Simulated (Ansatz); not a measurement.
## Response to strain in MoP

The parent structure is MoP (space group P-6m2, No. 187; a = 3.208 Å, c = 3.173 Å; relaxed with 0.1 eV smearing). Axes: x lies along a and z along c of the hexagonal cell.

Strains are applied to the cell and any free atomic positions relax; under biaxial strain the out-of-plane vector relaxes too; under stress the whole cell relaxes.

Computed with Ansatz (a first-principles code), PBEsol, PAW, cutoff 420 eV, no SOC.

Notes on the quantities. pressure: mean of the normal stresses, compression positive; energy relative to the base: free energy F.

| variant | pressure | energy relative to the base | shortest interatomic distance | space group |
|---|---|---|---|---|
| base | 0.0 GPa | 0 meV/atom | 2.438 Å | P-6m2 (No. 187) |
| biaxial strain −1.35 %, plane normal [001], relaxed out of plane | 3.6 GPa | – | 2.429 Å | P-6m2 (No. 187) |
| biaxial strain −0.61 %, plane normal [001], relaxed out of plane | 1.6 GPa | – | 2.434 Å | P-6m2 (No. 187) |
| isotropic strain −2.19 % | 18.6 GPa | +50 meV/atom | 2.385 Å | P-6m2 (No. 187) |
| isotropic strain +1.00 % | ___ | ___ | 2.463 Å | P-6m2 (No. 187) |
| isotropic strain +5.96 % | -28.5 GPa | +0.279 eV/atom | 2.584 Å | P-6m2 (No. 187) |
| uniaxial strain ε_yy = +1.15 % | -2.5 GPa | +2.1 meV/atom | 2.445 Å | Amm2 (No. 38) |
| tensor shear ε_xz = +0.57 % | 0.0 GPa | +1.1 meV/atom | 2.427 Å | C2 (No. 5) |
| uniaxial stress, 5 GPa compression along x | – | +3.6 meV/atom | 2.431 Å | Amm2 (No. 38) |
| uniaxial stress, 3 GPa tension along x | – | +1.4 meV/atom | 2.437 Å | Amm2 (No. 38) |

Complete the table.


- isotropic strain +1.00 %, pressure: -6.8 GPa
- isotropic strain +1.00 %, energy relative to the base: +9.3 meV/atom

Beyond what the load breaks, stability against distortions was not tested. All final runs are without spin polarisation. An odd electron count without spin: MoP.
